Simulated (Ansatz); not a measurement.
The reference is Lu in the hcp (Mg type) structure (space group P6_3/mmc, No. 194; a = 3.443 Å, c = 5.367 Å; relaxed with 0.1 eV smearing).

Calculations: PBEsol/PAW in Ansatz (a quantum-chemistry and plane-wave program), no spin-orbit coupling.

Before the change:

| Property | Value |
|---|---|
| Pressure | 0.0 GPa |
| Band gap | zero |

The change: an isotropic linear strain of −2.00 %, atoms relaxed at fixed cell.

Q: What does the calculation give for the pressure, energy relative to the base and band gap after the change?

A: The pressure (mean of the normal stresses, compression positive) goes from zero to 3.3 GPa; the energy goes up by 16 meV/atom; the band gap is still zero.

Whether these cells are dynamically stable was not tested.
